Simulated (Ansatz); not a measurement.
An ideal cubic perovskite cell is held by its symmetry; such compounds can tilt or shift off centre at room temperature. The cell is built on a prototype and need not be the phase stable at ambient conditions.

Inside the gap of an insulator the Bloch states are evanescent, with a wavenumber k + iκ along the transport direction.

Consider the following.

```
LaLuO3
1.0
    5.96828     0.00000     0.00000
   -2.98414     5.16868     0.00000
    2.98414     1.72289     2.43654
La Lu O
1 1 3
Direct
  0.00000   0.00000   0.00000
  0.00000   0.50000   0.50000
  0.50000   0.50000   0.00000
  0.00000   0.50000   0.00000
  0.50000   0.00000   0.00000
```

Space group of this cell: Pm-3m, cubic perovskite. The cell was relaxed by PBE-D3(BJ); by PBEsol its mean pressure is -2.8 GPa.

Transport runs along the normal of the first two printed cell vectors.

The gap is the functional's own, uncorrected, and κ follows it; spin-orbit coupling is left out. Mid-gap values are interpolated between the computed energies.

### Question
Compute, with Ansatz (a first-principles code) with PBEsol, the band gap and the smallest decay constant κ at mid-gap.

### Answer
Gap 1.49 eV on a 12×12×12 mesh; κ = 0.265 1/Å, at the zone centre.
